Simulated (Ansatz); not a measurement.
This Ansatz (a program for electronic structure) input is the reference run, Se (space group P3_121, No. 152; made of chains), computed with Kohn–Sham DFT with the PBE functional, run in Ansatz with PAW and 420 eV plane waves, no spin-orbit coupling, earlier PAW set:

Ansatz 0.2 input:
```yaml
crystal:
  lattice:
    - [4.5293980659, 0, 0]
    - [-2.264699033, 3.922573789, 0]
    - [0, 0, 5.0424407241]
  atoms:
    - { symbol: Se, position: [0.2184072241, 0, 0.8333333333] }
    - { symbol: Se, position: [0, 0.2184072241, 0.1666666667] }
    - { symbol: Se, position: [0.7815927759, 0.7815927759, 0.5] }
basis: { ecutwfc: 420, ecutrho_ratio: 4, xc_grid: 2, fft_grid_basis: typed }
kpoints: { mp_grid: { grid: [9, 9, 7] } }
hamiltonian:
  xc: pbe
  dispersion: none
  pseudopotentials: { azcp: { folder: ./paw }, kind: paw }
scf: { occupations: { method: fermi_dirac, width: 0.05 }, convergence: { dr2_threshold: 0.0000000003 } }
output: { forces: true, stress: true }
checkpoint: { write: state.ck, write_every: 1000 }
```

**Question.** Write the input for this change: biaxial strain +0.93 %, plane normal [001], relaxed out of plane (Cartesian); in-plane vectors clamped, the third vector and the atoms free.

**Answer.** 
Ansatz 0.2 input:
```yaml
crystal:
  lattice:
    - [4.571521468, 0, 0]
    - [2.285760734, 3.9590537252, 0]
    - [0, 0, 5.0189933747]
  atoms:
    - { symbol: Se, position: [0.2184072241, 0.7815927759, 0.8333333333] }
    - { symbol: Se, position: [0, 0.2184072241, 0.1666666667] }
    - { symbol: Se, position: [0.7815927759, 1, 0.5] }
basis: { ecutwfc: 420, ecutrho_ratio: 4, xc_grid: 2, fft_grid_basis: typed }
kpoints: { mp_grid: { grid: [9, 9, 7] } }
hamiltonian:
  xc: pbe
  dispersion: none
  pseudopotentials: { azcp: { folder: ./paw }, kind: paw }
scf: { occupations: { method: fermi_dirac, width: 0.05 } }
relax: { f_tol: 0.005, max_steps: 50, cell: { stress_tol: 0.01, fix: [a, b, gamma] } }
output: { forces: true, stress: true }
checkpoint: { write: state.ck, write_every: 1000 }
```
This is the input that was run; other choices of cell and start would serve too.

Whether these cells are dynamically stable was not tested. No dispersion term is included, though the crystal is made of layers, chains or molecules, so its spacings can come out too wide.
